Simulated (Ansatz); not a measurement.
Consider the following.

```
CELL_PARAMETERS angstrom
      3.90609     0.00000     0.00000
     -1.95304     3.38277     0.00000
      0.00000     0.00000     6.04018
ATOMIC_POSITIONS crystal
  La 0.66667 0.33333 0.75463
  La 0.33333 0.66667 0.24537
  O  0.66667 0.33333 0.35397
  O  0.33333 0.66667 0.64603
  O  0.00000 0.00000 0.00000
```

Level of theory: PBEsol with spin-orbit coupling, rigid bands (plane waves, PAW; Ansatz, an electronic-structure program). How the cell was made: cell and atoms relaxed with PBEsol.

**Question.** What conductivity effective mass do dilute electrons have at 300 K?

**Answer.** 2.3 (x), 2.3 (y), 1.08 (z) mₑ.

**Question.** Predict the hole conductivity mass (n e² τ/σ) at 300 K, by direction if it differs.

**Answer.** 3.3 (x), 3.3 (y), 1.38 (z) mₑ.

**Question.** And the band gap?

**Answer.** 3.76 eV at this level; semilocal functionals usually fall short of the measured gap.

Rigid bands, one relaxation time for all states, no polarons.
